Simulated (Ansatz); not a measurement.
Consider CdS in the zinc blende structure (space group F-43m, No. 216; a = 5.825 Å).

One thing is altered: Zn takes the place of Cd on all its sites; the structure is relaxed again.

Levels (all Ansatz, a quantum-chemistry and plane-wave program, PAW, earlier PAW set): PBEsol (420 eV, scalar-relativistic without spin-orbit coupling); r2SCAN (500 eV, no spin-orbit coupling); HSE06 (420 eV, no spin-orbit coupling); PBEsol+SOC (420 eV, with spin-orbit coupling); HSE06+SOC (420 eV, spin-orbit coupling included).

One geometry, relaxed with PBEsol, under each level:

Notes on the quantities. hole mass: degenerate bands, along [100].

The valence-band top lists the three highest levels at Γ (Kramers pairs under SOC), from the VBM.

| level | band gap | lowest conduction level above the VBM at special points | valence-band top at Γ | electron mass | hole mass | pressure |
|---|---|---|---|---|---|---|
| PBEsol | 2.08 eV | Γ 2.08 eV; X 3.17 eV; L 3.23 eV; K 3.95 eV | 0.00, 0.00, 0.00 eV | 0.17 mₑ (at Γ) | 0.18, 0.66, 0.66 mₑ (at Γ) | 0.00 GPa |
| r2SCAN | 2.78 eV | Γ 2.78 eV; X 3.66 eV; L 3.85 eV; K 4.47 eV | – | 0.20 mₑ (at Γ) | 0.22, 0.66, 0.66 mₑ (at Γ) | 1.52 GPa |
| HSE06 | 3.46 eV | Γ 3.46 eV; X 4.32 eV; L 4.61 eV | – | – | – | – |
| PBEsol+SOC | 2.06 eV | Γ 2.06 eV; X 3.15 eV; L 3.21 eV; K 3.93 eV | 0.00, 0.00, -0.06 eV | 0.17 mₑ (at Γ) | 0.23, 0.70 mₑ (at Γ) | -0.02 GPa |
| HSE06+SOC | 3.43 eV | Γ 3.43 eV; X 4.30 eV; L 4.58 eV | 0.00, 0.00, -0.08 eV | – | – | – |

Single points use the geometry relaxed with PBEsol. Their cutoffs differ, which shifts pressures a little. Differences between runs with and without spin-orbit coupling are approximate. Effective masses come from finite differences of ±0.01 Å⁻¹. Whether these cells are dynamically stable was not tested.
